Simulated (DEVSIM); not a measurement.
Device: Au/TiO2/p-In0.53Ga0.47As capacitor, at 300 K.

```
layer (left to right)        material  thickness (nm)  Na (cm⁻³)
---------------------  --------------  --------------  ---------
1                                TiO2            16.0          -
2                      In0.53Ga0.47As             340     2.8e18
```

Metal gate on the left, work function 5.1 eV. Fixed charge at the semiconductor interface -2e11 cm⁻² (in units of +e); no interface traps.

This is a model device: material constants are rounded textbook-type values typed into the input, and sizes, dopings and lifetimes were drawn at random. Values at 300 K.

```
parameter      TiO2  In0.53Ga0.47As
-------------  ----  --------------
gap (eV)        3.2            0.74
affinity (eV)   3.9            4.51
permittivity     60            13.9
Nc (cm⁻³)         -          2.1e17
Nv (cm⁻³)         -          7.7e18
```

DEVSIM, 1D Poisson equation in equilibrium, Boltzmann statistics, complete ionisation; no quantum confinement or tunnelling. Metal contacts follow the ideal Schottky-Mott rule: no Fermi-level pinning, no interface dipoles.

Task: Tabulate band edges, carrier densities and field at 0.5 V on the gate.

Result: Energies count from the Fermi level of the right contact; mesh points crowd at the junctions.

```csv
x (μm),Ec (eV),Ev (eV),n (cm⁻³),p (cm⁻³),field (V/cm)
0.000,0.700,-2.500,< 1e2,< 1e2,130000
0.0009980,0.713,-2.487,< 1e2,< 1e2,130000
0.002726,0.735,-2.465,< 1e2,< 1e2,130000
0.005516,0.772,-2.429,< 1e2,< 1e2,130000
0.01111,0.844,-2.356,< 1e2,< 1e2,130000
0.01375,0.878,-2.322,< 1e2,< 1e2,130000
0.01528,0.898,-2.302,< 1e2,< 1e2,130000
0.01647,0.323,-0.417,8.0e11,7.5e11,520000
0.01793,0.394,-0.346,5.0e10,1.2e13,460000
0.02071,0.509,-0.231,6.0e8,1.0e15,360000
0.02561,0.642,-0.098,3400000,1.8e17,190000
0.03984,0.713,-0.027,220000,2.7e18,2000
0.06224,0.714,-0.026,210000,2.8e18,≈ 0
0.1047,0.714,-0.026,210000,2.8e18,≈ 0
0.2125,0.714,-0.026,210000,2.8e18,≈ 0
0.2809,0.714,-0.026,210000,2.8e18,≈ 0
0.3169,0.714,-0.026,210000,2.8e18,≈ 0
0.3352,0.714,-0.026,210000,2.8e18,≈ 0
0.3477,0.714,-0.026,210000,2.8e18,≈ 0
0.3522,0.714,-0.026,210000,2.8e18,≈ 0
0.3545,0.714,-0.026,210000,2.8e18,≈ 0
0.3560,0.714,-0.026,210000,2.8e18,≈ 0
```
